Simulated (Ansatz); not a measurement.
Structures of equal composition on the (110) surface of bcc W: a layer of Cr in place of the second plane; a layer of Cr in place of the third plane. The slabs share one bottom face, and each structure is named by its start. These are constructed structures in small cells; real faces may alloy, dewet or reconstruct in larger ones, and not all known structures of the face are among them. Slabs of about 11 Å, Fermi-Dirac smearing of 0.1 eV. Bottom of the slabs: a bare face, its two planes held. Relaxed from the named starts with such symmetry as they have, on meshes of like density; energies extrapolated to zero smearing; spin only where a row says so; no spin-orbit coupling, no U. Brackets mark spin-polarised runs, whose order is one that fits the cell.

These are PBE (plane waves to 420 eV, PAW; Ansatz, a first-principles code) values and carry that method's errors.

Question: Rank these by energy per 1x1 cell (lowest first), as PBE gives it.

Answer: a layer of Cr in place of the second plane (0.000 eV [spin start, no net moment]), a layer of Cr in place of the third plane (0.069 eV [spin start, no net moment])
